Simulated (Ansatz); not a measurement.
Li₃OCl (Pm-3m, No. 221, 5 atoms in the cell; start mp-985585), treated with PBEsol (PAW; Ansatz, an electronic-structure program).

Numerical settings: plane-wave cutoff 520 eV, 10×10×10 k mesh, Fermi–Dirac smearing 0.01 eV, scalar-relativistic PAW data made under PBE.

Cell (relaxed with PBEsol):

Space group Pm-3m (No. 221); a = b = c = 3.839 Å, α = β = γ = 90.00°

```json
[
 {"atom": "Li", "site": "3c", "symmetry": "4/mm.m", "x": "0.0000", "y": "0.5000", "z": "0.5000"},
 {"atom": "Cl", "site": "1a", "symmetry": "m-3m", "x": "0.0000", "y": "0.0000", "z": "0.0000"},
 {"atom": "O", "site": "1b", "symmetry": "m-3m", "x": "0.5000", "y": "0.5000", "z": "0.5000"}
]
```

Give the computed band gap and Γ–Γ gap.


- band gap = 4.75 eV (direct)
- Γ–Γ gap = 5.48 eV

The computed numbers hold no vibrational or temperature effects.

It cost very roughly 10 core-seconds of CPU time.

A start named mp-… is a Materials Project structure, which need not be a measured phase.
